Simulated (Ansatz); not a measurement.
Start from Mg$_{2}$Ge in the anti-fluorite structure (space group Fm-3m, No. 225).

```
CELL_PARAMETERS angstrom
      0.00000     3.18222     3.18222
      3.18222     0.00000     3.18222
      3.18222     3.18222     0.00000
ATOMIC_POSITIONS crystal
  Mg 0.25000 0.25000 0.25000
  Mg 0.75000 0.75000 0.75000
  Ge 0.00000 0.00000 0.00000
```

Cartesian axes are those of the cell as printed.

Calculations: Ansatz (a program for electronic structure) PBEsol, no SOC.

Strains are applied to the cell and any free atomic positions relax; under biaxial strain the out-of-plane vector relaxes too.

One change was made to it. Results:

The pressure (mean of the normal stresses, compression positive) goes from zero to -0.8 GPa; the band gap goes from 0.08 eV to zero; the energy increases by 1.7 meV/atom; the shortest interatomic distance increases by 0.015 Å, from 2.756 Å to 2.771 Å.

What was done to the base?
A. biaxial strain −3.00 %, plane normal [001], relaxed out of plane
B. biaxial strain +2.50 %, plane normal [001], relaxed out of plane
C. biaxial strain +1.00 %, plane normal [001], relaxed out of plane

C, biaxial strain +1.00 %, plane normal [001], relaxed out of plane. For comparison, the energy relative to the base in the other runs: biaxial strain +2.50 %, plane normal [001], relaxed out of plane gives +10 meV/atom; biaxial strain −3.00 %, plane normal [001], relaxed out of plane gives +16 meV/atom.

Whether these cells are dynamically stable was not tested. All final runs are without spin polarisation. Gaps under 0.05 eV, about the width of the smearing, are given as zero. The zero or small gap of Mg2Ge can change with the level of theory.
